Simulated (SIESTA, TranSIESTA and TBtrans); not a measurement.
# Fe chain with one Ge atom in place of Fe

System: Fe chain with one Ge atom in place of Fe. Leads: straight Fe chain, spacing 2.137 Å. Geometry: 3 atoms about the centre moved by SIESTA (PBE, DZP) to a largest force of 0.01 eV/Å, all others as built, motion along the axis alone.

Method: TranSIESTA and TBtrans, PBE, DZP numerical orbitals (energy shift 0.15 eV), PseudoDojo norm-conserving scalar-relativistic potentials, mesh cutoff 200 Ry, 300 K, spin-polarised (collinear), no spin-orbit coupling; self-consistent non-equilibrium Green functions.

```
Quantity                                                       Value
-------------------------------------------------------------  -----
Conductance at 300 K (G0 = 2e²/h)                               1.43
Thermopower (μV/K)                                               2.6
Mean T from −0.5 to 0.5 eV                                      1.48
Spin polarisation of the conductance, (up − down)/(up + down)  -0.42
```

Energies count from the leads' Fermi level. Transmissions are for each spin. The energy step is 0.01 eV; narrower resonances are cut or missed.

| E (eV) | T up | T down | lead channels up | down |
|---|---|---|---|---|
| -2.00 | 1.16 | 0.83 | 4 | 1 |
| -1.80 | 1.14 | 0.79 | 4 | 1 |
| -1.60 | 1.14 | 1.81 | 4 | band edge |
| -1.40 | 1.14 | 2.52 | 4 | 3 |
| -1.20 | 1.10 | 2.68 | 4 | band edge |
| -1.00 | 1.01 | 2.70 | 3 | 4 |
| -0.80 | 0.91 | 2.70 | 1 | 4 |
| -0.60 | 0.89 | 2.68 | 1 | 4 |
| -0.40 | 0.87 | 2.54 | 1 | 4 |
| -0.20 | 0.84 | 2.28 | 1 | 4 |
| 0.00 | 0.82 | 2.03 | 1 | 4 |
| 0.20 | 0.80 | 2.03 | 1 | band edge |
| 0.40 | 0.77 | 1.86 | 1 | 6 |
| 0.60 | 0.75 | 1.69 | 1 | 6 |
| 0.80 | 0.71 | 1.54 | 1 | band edge |
| 1.00 | 0.96 | 1.36 | 3 | 4 |
| 1.20 | 1.33 | 1.13 | 3 | 4 |
| 1.40 | 1.54 | 0.76 | 3 | 4 |
| 1.60 | 1.66 | 0.44 | 3 | 2 |
| 1.80 | 1.71 | 0.40 | 3 | 2 |
| 2.00 | 1.72 | 0.38 | 3 | 2 |

The magnetic order of the leads was set by the start, and no other order was tried; the separate lead runs end at 3.32 (left) and 3.32 (right) μB an atom. The straight chain is held at its spacing; free chains may zigzag or dimerise.
